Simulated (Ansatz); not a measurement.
**A constructed model of the (0001) surface of hcp Co, ferromagnetic, a pseudomorphic layer of Mg in the host's stacking (bottom of the slab: a bare face, its two planes held)**

Method: PBE (plane waves to 420 eV, PAW; Ansatz, an electronic-structure program).

Set-up: 7 atoms, 12.5 Å thick at the start with caps and adatoms (thin: gaps and levels are the slab's own); mesh 17x17x1; 0.1 eV smearing; dipole correction on; 2 atoms held, the rest relaxed; symmetry of the start imposed; spin-polarised, ending with about 9.6 μB a cell; orders that need a larger cell were not tried, no spin-orbit, no U. In PBE it is, or lies within 0.01 eV a 1x1 cell of, the lowest of the 2 structures of its composition computed so far; subsurface sites and larger cells were not tried.

```
Property                                               Value
-----------------------------  -----------------------------
work function of the top face                        4.16 eV
energy released by relaxation                       0.015 eV
magnetic moment of the cell                          9.56 μB
cost                           around 4 core-minutes (rough)
```
